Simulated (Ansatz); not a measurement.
Start from TiSi₂ (space group Fddd, No. 70; a = 4.7791 Å, b = 8.2295 Å, c = 8.5206 Å).

The values are results of r2SCAN, PAW, 500 eV (Ansatz, a first-principles code; no spin-orbit coupling), not measurements.

One change was made to it. Results:

The band gap is still zero; the volume per atom drops by 0.19 Å³ to 13.77 Å³.

Question: Name the change that was made.
(A) pressure −1 GPa
(B) pressure 9 GPa
(C) pressure −2 GPa
(D) pressure 2.1 GPa

Answer: D, pressure 2.1 GPa. For comparison, the volume per atom in the other runs: pressure −2 GPa gives 14.16 Å³; pressure 9 GPa gives 13.22 Å³; pressure −1 GPa gives 14.06 Å³.

Load acts through the strain it causes; cell and atoms are relaxed under it. Stability against distortions was not tested. No other phases were tried under pressure. All final runs are without spin polarisation.
